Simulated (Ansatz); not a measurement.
Output of an Ansatz run (abridged):

```
WARN ansatz: RAYON_NUM_THREADS=1 ignored (pool sized by the plan → 1); use --threads N
Pseudopotentials: kind: paw
Pseudopotential: Yb, paw, valence charge 24
Pseudopotential: Si, paw, valence charge 4
Pseudopotential: Cu, paw, valence charge 19
Crystal: 5 atoms, lattice volume = 76.304 Å³
Basis set: ecut = 420 eV, 1493 PW (Γ)
Bands: 42, of which v1, the nominal top of the filled ones, is band 35 counted from 1 (34 counted from 0)
Symmetry: 16 space group operations
Space group: I4/mmm (ITA 139), of the structure as read, at distance tolerance 4.2e-5 Å
k-points: 75 of 729
PAW frozen core: Yb, regenerated for the run's functional, and the local potential with it
PAW frozen core: Si, regenerated for the run's functional, and the local potential with it
PAW frozen core: Cu, regenerated for the run's functional, and the local potential with it
Initial density: superposition of atomic densities (chi_scale 0.1, normalization cell)
Initial wavefunctions: pseudopotential atomic-orbital guess
Eigensolver: davidson
Functional: x = slater, c = lda
SCF iter   1: F=—  HF=-27898.497020 eV  |F-HF|=—  |Δ(HF+E_count)|=         —  Δρ=3.27e-1  dr2=6.38e1  ethr=3.10e-3  ⟨swp⟩=6.5  Hψ=14180  notcnv=0  defer=2
all-band conjugate gradients solve this SCF's bands
preconditioner: auto → Kerker (q_TF=auto, 2.689 Å⁻¹)
SCF iter   2: F=—  HF=-27893.708671 eV  |F-HF|=—  |Δ(HF+E_count)|=    4.79e0  S|Δr|=    0.00e0  Δρ=1.16e-1  dr2=1.01e1  ethr=3.10e-3  ⟨swp⟩=3.0  Hψ=7137  notcnv=0  defer=133
SCF iter   3: F=—  HF=-27892.585682 eV  |F-HF|=—  |Δ(HF+E_count)|=    1.12e0  S|Δr|=    0.00e0  Δρ=5.57e-2  dr2=2.65e0  ethr=3.10e-3  ⟨swp⟩=2.0  Hψ=4133  notcnv=0  defer=141
SCF iter   4: F=—  HF=-27892.248992 eV  |F-HF|=—  |Δ(HF+E_count)|=   3.37e-1  S|Δr|=    0.00e0  Δρ=1.49e-2  dr2=2.76e-1  ethr=3.10e-3  ⟨swp⟩=2.1  Hψ=4746  notcnv=0  defer=139
SCF iter   5: F=—  HF=-27892.215425 eV  |F-HF|=—  |Δ(HF+E_count)|=   3.36e-2  S|Δr|=    0.00e0  Δρ=2.75e-3  dr2=1.55e-2  ethr=3.94e-4  ⟨swp⟩=2.0  Hψ=6639  notcnv=0  defer=141
SCF iter   6: F=—  HF=-27892.212977 eV  |F-HF|=—  |Δ(HF+E_count)|=   2.45e-3  S|Δr|=    0.00e0  Δρ=1.32e-3  dr2=2.79e-3  ethr=2.21e-5  ⟨swp⟩=2.0  Hψ=4067  notcnv=0  defer=141
SCF iter   7: F=—  HF=-27892.212689 eV  |F-HF|=—  |Δ(HF+E_count)|=   2.88e-4  S|Δr|=    0.00e0  Δρ=3.54e-4  dr2=1.66e-4  ethr=3.99e-6  ⟨swp⟩=2.0  Hψ=4854  notcnv=0  defer=141
SCF iter   8: F=—  HF=-27892.212662 eV  |F-HF|=—  |Δ(HF+E_count)|=   2.64e-5  S|Δr|=    0.00e0  Δρ=1.13e-4  dr2=1.12e-5  ethr=2.38e-7  ⟨swp⟩=2.4  Hψ=5533  notcnv=0  defer=141
SCF iter   9: F=—  HF=-27892.212661 eV  |F-HF|=—  |Δ(HF+E_count)|=   1.73e-6  S|Δr|=    0.00e0  Δρ=3.57e-5  dr2=1.00e-6  ethr=1.60e-8  ⟨swp⟩=2.0  Hψ=5344  notcnv=0  defer=141
SCF iter  10: F=—  HF=-27892.212661 eV  |F-HF|=—  |Δ(HF+E_count)|=   2.29e-7  S|Δr|=    0.00e0  Δρ=1.63e-5  dr2=2.32e-7  ethr=1.43e-9  ⟨swp⟩=2.5  Hψ=5392  notcnv=0  defer=141
SCF iter  11: F=—  HF=-27892.212661 eV  |F-HF|=—  |Δ(HF+E_count)|=   9.59e-8  S|Δr|=    0.00e0  Δρ=6.24e-6  dr2=2.90e-8  ethr=1.43e-10  ⟨swp⟩=12.8  Hψ=18168  notcnv=0
SCF iter  12: F=-27892.212661 eV  HF=-27892.212661 eV  |F-HF|=1.44e-8  |Δ(HF+E_count)|=   2.42e-9  S|Δr|=    0.00e0  Δρ=2.92e-6  dr2=4.75e-9  ethr=4.15e-11  ⟨swp⟩=4.8  Hψ=11260  notcnv=0
SCF 1 converged in 12 iterations: F = -27892.212661 eV  dr2 = 4.75e-9
SCF converged after 12 iterations
Stability not checked (fill_not_monotonic)
Free energy (F): -27892.212661 eV
Harris-Foulkes:  -27892.212661 eV  (|F-HF|=1.44e-8)
Internal energy: -27892.214731 eV  (E = F + TS)
E sigma→0 (E₀):  -27892.213178 eV
Entropy (-TS):   0.002070 eV (0.414 meV/atom)
Fermi energy:    13.840963 eV
--- Per-component energies (eV) ---
  E_band       = -706.063603
  E_kinetic    = 1048.320638
  E_local      = -15912.173946  (includes V_loc(G=0)·N_el)
  E_nonlocal   = 1380.777043
  E_hartree    = 7045.536686
  E_xc         = -457.459133
  E_vxc        = -538.470144  (∫ρ·V_xc dr)
  E_paw        = -11265.181619  (= ΣΔE_a)
  E_vpaw       = -775.596921  (= ΣTr[D̂ρ^β])
  E_aug_tail   = 0.000465  (compensation charges beyond the density's cutoff)
  E_ewald      = -9735.286613
  E_core_change = 3.251747  (= ΣΔE_core)
  E_smearing   = 0.002070  (= −TS)
  E_closure    = 0.000000  (closes the sum)
  Σ components = -27892.212661   (vs F -27892.212661, Δ=0.00e0)
--- Forces (eV/Å), atoms counted from 1 ---
  atom   1  Yb    -0.00000000     0.00000000     0.00000000
  atom   2  Si    -0.00000000    -0.00000000     0.23496019
  atom   3  Si     0.00000000     0.00000000    -0.23496019
  atom   4  Cu    -0.00000000    -0.00000000     0.00000000
  atom   5  Cu     0.00000000     0.00000000     0.00000000
  max |Σ_I F_I| component: 4.16e-17 eV/Å
--- Stress (GPa, compression-positive) ---
       -5.262837       0.000000      -0.000000
        0.000000      -5.262837      -0.000000
        0.000000      -0.000000      -1.960691
  P = ⅓ Tr σ = -4.1621 GPa (-41.621 kbar)
  The stress holds the Pulay correction. Without it, at fixed plane waves, as pw.x and ABINIT print it: P = -4.2303 GPa
--- Band table (eV; the first three rows and the last of 75) ---
  k-point 0: bands = ["-98.7418", "-98.7395", "-56.5558", "-56.5528", "-56.5510", "-56.5510", "-56.5341", "-56.5341", "-37.2619", "-9.5871", "-9.5472", "-9.5472", "2.5624", "6.9637", "7.7641", "9.3554", "9.3554", "9.4719", "10.2818", "10.2818", [...]
  k-point 1: bands = ["-98.7417", "-98.7397", "-56.5556", "-56.5529", "-56.5512", "-56.5488", "-56.5362", "-56.5339", "-37.2614", "-9.5843", "-9.5618", "-9.5585", "2.7930", "6.9343", "7.9338", "9.1663", "9.4184", "9.5574", "9.9769", "10.1844", [...]
  k-point 2: bands = ["-98.7413", "-98.7400", "-56.5552", "-56.5534", "-56.5516", "-56.5434", "-56.5417", "-56.5335", "-37.2601", "-9.5951", "-9.5869", "-9.5774", "3.4074", "6.8872", "8.1472", "8.9789", "9.4782", "9.5955", "9.7017", "9.8110", [...]
  k-point 74: bands = ["-98.7417", "-98.7396", "-56.5557", "-56.5528", "-56.5505", "-56.5505", "-56.5346", "-56.5346", "-37.2616", "-9.5987", "-9.5620", "-9.5459", "4.0817", "4.2501", "8.5613", "9.3654", "9.3811", "9.5273", "9.8653", "9.9720", [...]
```

The structure:

```xyz
5
Lattice="-1.9878 1.9878 4.8276 1.9878 -1.9878 4.8276 1.9878 1.9878 -4.8276" Properties=species:S:1:pos:R:3 pbc="T T T"
Yb     0.0000     0.0000     0.0000
Si     0.0000     0.0000     5.9789
Si     0.0000     0.0000     3.6763
Cu     0.0000     1.9878     2.4138
Cu     1.9878     0.0000     2.4138
```

### Question
Reconstruct the input of this run.

### Answer
Other spellings and defaults could give the same log, and not every line can be read from it. The input that was run (DFT, LDA (PW92), plane waves, default PAW files made with PBE):

Ansatz 0.2 input:
```yaml
crystal:
  lattice:
    - [-1.98782400, 1.98782400, 4.82758600]
    - [1.98782400, -1.98782400, 4.82758600]
    - [1.98782400, 1.98782400, -4.82758600]
  atoms:
    - { symbol: Yb, position: [0.00000000, 0.00000000, 0.00000000] }
    - { symbol: Si, position: [0.61924000, 0.61924000, 0.00000000] }
    - { symbol: Si, position: [0.38076000, 0.38076000, 0.00000000] }
    - { symbol: Cu, position: [0.75000000, 0.25000000, 0.50000000] }
    - { symbol: Cu, position: [0.25000000, 0.75000000, 0.50000000] }
basis:
  ecutwfc: 420.0 eV
kpoints:
  mp_grid: { grid: [9, 9, 9] }
hamiltonian:
  xc: lda
  pseudopotentials: { kind: paw }
scf:
  occupations: { method: methfessel_paxton, width: 0.1 eV }
output:
  forces: true
  eigenvalues: true
  stress: true
```

The starting cell comes from a database of computed structures (which also holds hypothetical and non-ambient phases and stackings), without a prior relaxation at this level. Its lattice was rescaled by a random factor within 2.5 % of one. Spin-orbit coupling is off. Spin polarisation is off. With a pressure of about -4 GPa the cell is away from its equilibrium volume at this level. Ansatz's pressure includes its estimate of the finite-basis (Pulay) stress.

Ansatz is a program for electronic structure.
